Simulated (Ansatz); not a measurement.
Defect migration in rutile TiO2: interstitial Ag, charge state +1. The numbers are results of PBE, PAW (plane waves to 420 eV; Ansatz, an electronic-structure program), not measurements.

Cell of 72 host sites held at the relaxed PBE lattice; one k-point at (0.250, 0.250, 0.250); Fermi-Dirac width 0.01 eV, spin-restricted; finite-size errors left in. Static, classical nuclei. The charge state is imposed; whether it is stable for some Fermi level was not computed. Sites that were not tried may lie lower. The start lies 0.36 eV above the lowest site run (PBE).

Barriers: single points on a 2×2×2 k-point mesh shifted by half a step at the bands' geometries.

The step: a direct jump of one Ag atom. Atoms about the jump, Cartesian Å from the middle of the jump, before and after:

```csv
atom,x0,y0,z0,x1,y1,z1
Ag1,-0.01,0.00,-0.69,0.01,0.00,0.69
O2,1.15,1.62,0.10,1.14,1.62,-0.11
O3,-1.14,-1.62,0.10,-1.14,-1.62,-0.10
O4,1.60,-1.11,-1.59,1.47,-0.90,-1.44
O5,-1.60,1.12,-1.59,-1.46,0.90,-1.44
O6,-1.46,0.90,1.44,-1.60,1.11,1.58
O7,1.47,-0.90,1.44,1.60,-1.12,1.58
Ti8,2.62,0.04,0.10,2.62,0.04,-0.10
Ti9,-2.62,-0.03,0.09,-2.62,-0.03,-0.09
Ti10,-0.06,2.60,-1.59,0.08,2.35,-1.41
Ti11,0.07,-2.60,-1.59,-0.08,-2.35,-1.41
Ti12,-0.08,-2.36,1.41,0.07,-2.60,1.59
Ti13,0.08,2.35,1.41,-0.06,2.60,1.59
```

**Question.** Where do these atoms stand at the saddle point, and how high is it?

**Answer.** 
```csv
atom,x,y,z
Ag1,0.00,0.00,-0.02
O2,1.12,1.73,-0.01
O3,-1.12,-1.73,0.00
O4,1.55,-0.97,-1.50
O5,-1.55,0.98,-1.50
O6,-1.54,0.97,1.48
O7,1.55,-0.97,1.48
Ti8,2.68,-0.05,-0.01
Ti9,-2.68,0.05,-0.01
Ti10,0.09,2.51,-1.47
Ti11,-0.08,-2.51,-1.50
Ti12,-0.07,-2.51,1.47
Ti13,0.06,2.51,1.49
```
It lies 0.046 eV above the start and 0.046 eV above the end. The check of the saddle point's order was inconclusive, and it lies on a symmetry element of the cell, where a band can be held.
